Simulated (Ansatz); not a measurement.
The starting structures come from a database of crystals and need not be the phases stable at ambient conditions.

 Where the default PAW files enter, the runs use the earlier of Ansatz's two default sets.

By PBEsol, the system below comes out a metal.

The ballistic (Sharvin) conductance counts the channels at the Fermi level: G/A = (e²/h) × channels of both spins per area.

Consider the following.

```xyz
3
Lattice="4.1229 0.0000 0.0000 0.0000 5.1389 0.0000 2.0615 0.0000 3.5706" Properties=species:S:1:pos:R:3 pbc="T T T"
Ba     0.0000     0.0000     0.0000
Si     4.1229     2.5694     2.3804
Si     2.0615     2.5694     1.1902
```

Space group of this cell: P6/mmm. The cell is taken as given; by PBEsol its mean pressure is -1.9 GPa.

The current flows along the normal of the first two printed cell vectors, the (100) plane of the conventional cell. No spin-orbit coupling; the value is a mean over 0.1 eV about the Fermi level.

### Question
Predict the ballistic conductance per area from Ansatz (a first-principles code) with PBEsol.

### Answer
0.71 × 10¹⁵ S/m² for both spins.
